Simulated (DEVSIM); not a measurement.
Structure: abrupt Si p-n junction, at 400 K.

Layer 1 from the left is Si, thickness (μm) 74.0, Na (cm⁻³) 4.4e15, τn (s) 1.8e-5, τp (s) 1.8e-5. Layer 2 from the left is Si, thickness (μm) 2.20, Nd (cm⁻³) 2.6e17, τn (s) 1.8e-5, τp (s) 1.8e-5.

Left contact: ohmic. Right contact: ohmic. Voltage is applied to the left contact. Recombination: SRH at mid-gap, Auger. Mobility is constant in doping.

This is a model device: material constants are rounded textbook-type values typed into the input, and sizes, dopings and lifetimes were drawn at random. Values at 300 K; Nc and Nv go as T^1.5, mobilities as T to minus their exponent, the gap by Varshni's rule with the affinity fixed.

Si: gap (eV) 1.124, affinity (eV) 4.05, permittivity 11.7, Nc (cm⁻³) 2.86e19, Nv (cm⁻³) 3.1e19, μn (cm²/Vs) 1417, μp (cm²/Vs) 470, T exponent of μn 2.3, T exponent of μp 2.2, Cn (cm⁶/s) 2.8e-31, Cp (cm⁶/s) 9.9e-32, Varshni α (eV/K) 0.000473, Varshni β (K) 636.

DEVSIM, 1D drift-diffusion, Boltzmann statistics, complete ionisation; no tunnelling, impact ionisation, image-force lowering or self-heating.

Dark forward current:

| |V| (V) | |J| (A/cm²) |
|---|---|
| 0.05 | 1.641e-5 |
| 0.10 | 8.587e-5 |
| 0.15 | 0.0003810 |
| 0.20 | 0.001637 |
| 0.25 | 0.006977 |
| 0.30 | 0.02955 |
| 0.35 | 0.1226 |
| 0.40 | 0.4759 |
| 0.45 | 1.584 |
| 0.50 | 4.254 |
| 0.55 | 9.300 |
| 0.60 | 17.31 |
| 0.65 | 28.66 |
| 0.70 | 43.58 |
| 0.75 | 62.21 |
| 0.80 | 84.66 |
| 0.85 | 111.0 |
| 0.90 | 141.3 |
| 0.95 | 175.5 |
| 1.00 | 213.8 |
| 1.05 | 256.0 |
| 1.10 | 302.3 |
| 1.15 | 352.7 |
| 1.20 | 407.1 |
| 1.25 | 465.5 |
| 1.30 | 527.9 |

Problem. Work out the local ideality factor n = ΔV / (kT/q · ln(J2/J1)) between the rows 0.15 and 0.20 V, 1.25 and 1.30 V.

Solution. kT/q = 34.47 mV. From 0.15 to 0.20 V: ln(0.001637/0.0003810) = 1.458, n = 1.00, near the 1 of diffusion or emission over a barrier. From 1.25 to 1.30 V: ln(527.9/465.5) = 0.126, n = 11.53.

Problem. Estimate the current at 0.25 V from the Shockley equation with J0 = Σ q ni² D/(N L) coth(W/L), τ joining the SRH, radiative and Auger lifetimes that are on, and W taken as the whole layer.

Solution. ni² = 3.22e25 cm⁻⁶; electrons in the p layer: μ = 731 cm²/Vs, D = 25.2 cm²/s, τ = 1.80e-5 s, L = 213 μm, W/L = 0.35, term 4.16e-6 A/cm²; holes in the n layer: μ = 250 cm²/Vs, D = 8.60 cm²/s, τ = 1.34e-5 s, L = 107 μm, W/L = 0.020, term 7.77e-7 A/cm². J0 = 4.93e-6 A/cm², and J = J0 exp(qV/kT) = 0.00697 A/cm². The simulation gives 0.00698 A/cm², the same within the digits that matter. The estimate leaves out recombination in the depletion region and that region's share of W.
